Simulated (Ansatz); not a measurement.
**Mo2Ge (model structure, started from the Cu2Sb type, P4/nmm, No. 129, 6 atoms in the cell): properties by level of theory**

```json
[
 {"level (code)": "PBE (Ansatz)", "lattice constant a (Å)": "(withheld)", "lattice parameter c (Å)": "(withheld)"},
 {"level (code)": "PBEsol (Ansatz)", "lattice constant a (Å)": "3.666", "lattice parameter c (Å)": "6.856"},
 {"level (code)": "PBE-D3(BJ) (Ansatz)", "lattice constant a (Å)": "3.668", "lattice parameter c (Å)": "6.860"}
]
```

Task: What belongs in the gaps?

Result: 
- PBE (Ansatz, a program for electronic structure), lattice constant a (Å): 3.706
- PBE (Ansatz), lattice parameter c (Å): 6.926

Ansatz's density-functional and Hartree–Fock values are scalar-relativistic unless marked +SOC, with PAW data made under PBE.

Static lattice: no zero-point or thermal effects.

A model structure was made by putting elements into a prototype or built by hand; it is no filed structure, need not be a known phase, and can be a saddle point held by its symmetry.
